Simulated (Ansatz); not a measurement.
Consider Sn (space group I4_1/amd, No. 141; relaxed with 0.1 eV smearing).

```yaml
crystal:
  lattice:
    - [-2.94328, 2.94328, 1.59321]
    - [2.94328, -2.94328, 1.59321]
    - [2.94328, 2.94328, -1.59321]
  atoms:
    - { symbol: Sn, position: [0.75000, 0.25000, 0.50000] }
    - { symbol: Sn, position: [0.00000, 0.00000, 0.00000] }
```

Cartesian axes are those of the cell as printed.

The values are results of plane-wave PAW DFT at the r2SCAN level (Ansatz, a first-principles code, 500 eV), spin-orbit coupling left out, not measurements.

Strains are applied to the cell and any free atomic positions relax; under biaxial strain the out-of-plane vector relaxes too.

One change was made to it. Results:

| quantity | base | after |
|---|---|---|
| pressure (mean of the normal stresses, compression positive) | 0.0 GPa | 0.7 GPa |
| energy relative to the base (free energy F) | 0 meV/atom | +1.2 meV/atom |

Problem. Which of these changes matches the shifts?
A) uniaxial strain ε_xx = −1.30 %
B) biaxial strain −2.06 %, plane normal [001], relaxed out of plane
C) biaxial strain +0.74 %, plane normal [001], relaxed out of plane
D) biaxial strain −3.41 %, plane normal [001], relaxed out of plane

Solution. A, uniaxial strain ε_xx = −1.30 %. For comparison, the pressure in the other runs: biaxial strain +0.74 %, plane normal [001], relaxed out of plane gives -0.5 GPa; biaxial strain −3.41 %, plane normal [001], relaxed out of plane gives 2.6 GPa; biaxial strain −2.06 %, plane normal [001], relaxed out of plane gives 1.6 GPa.

A biaxial case was relaxed in a doubled cell and then solved in the primitive one. Stability against distortions was not tested.
